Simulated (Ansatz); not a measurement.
C (model structure, started from the Si type, Ia-3, No. 206, 8 atoms in the cell) was calculated with LDA (PAW; Ansatz, a quantum-chemistry and plane-wave program).

Numerical settings: plane-wave cutoff 520 eV, 14×14×14 k mesh, Fermi–Dirac smearing 0.05 eV, scalar-relativistic PAW data made under PBE.

Cell (relaxed at this level):

```yaml
crystal:
  lattice:
    - [-2.21107, 2.21107, 2.21107]
    - [2.21107, -2.21107, 2.21107]
    - [2.21107, 2.21107, -2.21107]
  atoms:
    - { symbol: C, position: [0.18861, 0.18861, 0.18861] }
    - { symbol: C, position: [0.50000, 0.00000, 0.31139] }
    - { symbol: C, position: [0.31139, 0.50000, 0.00000] }
    - { symbol: C, position: [0.00000, 0.31139, 0.50000] }
    - { symbol: C, position: [0.81139, 0.81139, 0.81139] }
    - { symbol: C, position: [0.50000, 0.00000, 0.68861] }
    - { symbol: C, position: [0.68861, 0.50000, 0.00000] }
    - { symbol: C, position: [0.00000, 0.68861, 0.50000] }
```

What does this level give for the band gap, direct gap at Γ and bulk modulus?


- band gap: 2.37 eV (on the SCF k mesh)
- direct gap at Γ: 7.63 eV
- bulk modulus: 426 GPa

Note: the bulk modulus is −V dP/dV from two relaxed cells at ±2 % in volume; the relaxation could raise the start's symmetry but not lower it, so the cell can be a saddle point.

A model structure was made by putting elements into a prototype or built by hand; it is no filed structure, need not be a known phase, and can be a saddle point held by its symmetry.
